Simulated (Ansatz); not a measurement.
Effective masses and thermopower of ZnSe under load (space group I-4m2)

Here is the system:

```
ZnSe
1.0
    0.00000     2.74806     3.01573
    2.74806     0.00000     3.01573
    2.74806     2.74806     0.00000
Zn Se
1 1
Direct
  0.00000   0.00000   0.00000
  0.25000   0.25000   0.25000
```

These are PBE with spin-orbit coupling, rigid bands (plane waves, PAW; Ansatz, a program for electronic structure) values and carry that method's errors. Condition of this run: uniaxial stress along [001] of -4 GPa (compression positive) (the target of the relaxation). How the cell was made: cell and atoms relaxed with PBEsol, then loaded as said.

| Item | Result |
|---|---|
| band gap | 0.99 eV |
| electron conductivity mass (300 K, dilute) | 0.099 (x), 0.099 (y), 0.108 (z) mₑ |
| hole conductivity mass (300 K, dilute) | 0.35 (x), 0.35 (y), 0.78 (z) mₑ |
| effective density of states N_c (300 K) | 7.8e17 cm⁻³ |
| effective density of states N_v (300 K) | 5.6e18 cm⁻³ |
| density-of-states mass, electrons | 0.099 mₑ |
| density-of-states mass, holes | 0.37 mₑ |
| Seebeck coefficient, n-type 1e19 cm⁻³, 300 K | -65 μV/K |
| Seebeck coefficient, p-type 1e19 cm⁻³, 300 K | 225 μV/K |
| best p-type power factor at 300 K for τ = 10 fs (best axis; densities from 1e16 to 1e21 cm⁻³ tried, whether or not they can be reached) | 9.4 μW/(cm·K²) at 3e20 cm⁻³ |

Rigid bands; masses and Seebeck coefficients take one relaxation time τ for all states and one kind of carrier; polarons and phonon drag are left out. Geometry: cell and atoms relaxed with PBEsol.
